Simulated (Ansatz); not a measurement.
We consider Sc2B2Si (model structure, started from the Ti2InB2 type, P-6m2, No. 187, 5 atoms in the cell), described by r²SCAN in Ansatz (PAW).

Run with plane-wave cutoff 560 eV, 24×24×8 k mesh (along the axes of the cell as run), Fermi–Dirac smearing 0.05 eV, scalar-relativistic PAW data made under PBE.

Cell (relaxed at this level):

Sc₂B₂Si is taken in the hexagonal space group P-6m2 (No. 187), Pearson symbol hP5. Lattice parameters: a = b = 3.1605 Å, c = 7.7830 Å, α = β = 90.00°, γ = 120.00°. Sc on 2h sees 6 B at 2.509 Å and 3 Si at 2.835 Å and 6 Sc at 3.161 Å and 1 Sc at 3.445 Å. Si on 1a sees 6 Sc at 2.835 Å. B1 on 1b is surrounded by 3 B at 1.825 Å and 6 Sc at 2.509 Å. B2 on 1f is surrounded by 3 B at 1.825 Å and 6 Sc at 2.509 Å. (Neighbours: up to the widest gap in distance over summed covalent radii, below 1.35, at either atom; cation-cation and far metal-metal contacts left out.)

Q: Give the computed bulk modulus B0.

A: 
- bulk modulus B0: 136 GPa

The run finds no gap.

Note: the bulk modulus is −V dP/dV from two relaxed cells at ±2 % in volume; the relaxation could raise the start's symmetry but not lower it, so the cell can be a saddle point.

Static lattice: no zero-point or thermal effects.

A model structure was made by putting elements into a prototype or built by hand; it is no filed structure, need not be a known phase, and can be a saddle point held by its symmetry.

Ansatz is a first-principles code.
